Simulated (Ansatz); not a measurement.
Take TlAs in the CsCl type structure (space group Pm-3m, No. 221; a = 3.599 Å; a hypothetical phase, not in the database extracts checked) as the base.

Computed with PBEsol (Ansatz, an electronic-structure program), spin-orbit coupling left out.

One change was made to it. Results:

The band gap stays zero; the shortest interatomic distance rises by 0.019 Å (3.117 Å → 3.136 Å).

Task: Name the change that was made.
(A) pressure −1 GPa
(B) pressure 9 GPa
(C) pressure 0.9 GPa
(D) pressure −2 GPa

Result: A, pressure −1 GPa. For comparison, the shortest interatomic distance in the other runs: pressure 9 GPa gives 2.999 Å; pressure −2 GPa gives 3.157 Å; pressure 0.9 GPa gives 3.102 Å.

Load acts through the strain it causes; cell and atoms are relaxed under it. No phonon test of stability was made. No other phases were tried under pressure. All final runs are without spin polarisation.
